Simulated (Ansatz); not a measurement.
## Rb2InAgF6, pressure series

Base system: Rb₂InAgF₆ (space group Fm-3m, No. 225; a = 8.917 Å; a cell from a computed database, its experimental status unchecked).

Cell and atoms are relaxed at each pressure.

Calculations: plane-wave PAW DFT at the r2SCAN level (Ansatz, a first-principles code, 500 eV), spin-orbit coupling left out.

Notes on the quantities. enthalpy: H = E + PV relative to the base's energy.

| case | band gap | enthalpy | lattice parameter a |
|---|---|---|---|
| base | 2.35 eV | – | 8.917 Å |
| pressure −2 GPa | 2.47 eV | -0.23 eV/atom | 9.051 Å |
| pressure −1 GPa | 2.40 eV | -0.11 eV/atom | 8.979 Å |
| pressure 0.9 GPa | 2.31 eV | +0.10 eV/atom | 8.866 Å |
| pressure 2.1 GPa | 2.26 eV | +0.23 eV/atom | 8.807 Å |
| pressure 4.5 GPa | 2.19 eV | +0.48 eV/atom | 8.704 Å |
| pressure 9 GPa | 2.09 eV | +0.93 eV/atom | 8.553 Å |
| pressure 15 GPa | 2.02 eV | +1.50 eV/atom | 8.400 Å |
| pressure 22.5 GPa | 1.97 eV | +2.17 eV/atom | 8.252 Å |
| pressure 30 GPa | … | +2.82 eV/atom | … |

Problem. What belongs in the blanks?

Solution. 
- pressure 30 GPa, band gap: 1.95 eV
- pressure 30 GPa, lattice parameter a: 8.133 Å

Load acts through the strain it causes; cell and atoms are relaxed under it. Stability against distortions was not tested. Competing high-pressure phases were not computed.
